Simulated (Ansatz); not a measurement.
CdS under load (space group P6_3mc), PBE with spin-orbit coupling, rigid bands in Ansatz (a first-principles code). Condition of this run: biaxial stress in the c plane of 1.6 GPa (compression positive) (the target of the relaxation). Band gap 1.19 eV, N_c = 1.33e18 cm⁻³ and N_v = 3.67e19 cm⁻³ at 300 K, conductivity masses along z (a = (4.06, 0.00, 0.00) Å; b = (-2.03, 3.51, 0.00) Å; c = (0.00, 0.00, 6.81) Å) of 0.134 mₑ (electrons) and 1.65 mₑ (holes). Take k_BT = 0.02585 eV.

### Question
What built-in voltage has an abrupt junction with N_A = 1e16 and N_D = 1e17 cm⁻³, all dopants ionised?

### Answer
V_bi = E_g/e − (k_BT/e) ln(N_c N_v/(N_A N_D)) = 1.19 − 0.02585 × 10.80 = 0.91 V, for the computed gap.

### Question
What thermal injection velocity √(2k_BT/πm) limits a ballistic channel along the direction named?

### Answer
1.47e7 cm/s for electrons and 4.19e6 cm/s for holes, a ratio of √(m_h/m_e) = 3.51, for dilute carriers.

### Question
A film of it is 8 nm thick, with its normal along the direction named. Estimate the confinement energies in an infinite well.

### Answer
ħ²π²/(2m t²) = 0.376 eV·nm²/(m/mₑ × t²) gives 43.8 meV for electrons and 3.56 meV for holes, so the gap would widen to about 1.24 eV. Finite barriers and nonparabolic bands lower this, and with several valleys or bands the heaviest mass along the normal sets the lowest level, not this average.

Rigid bands with the computed gap; masses take one relaxation time for all states. Geometry: cell and atoms relaxed with PBEsol.
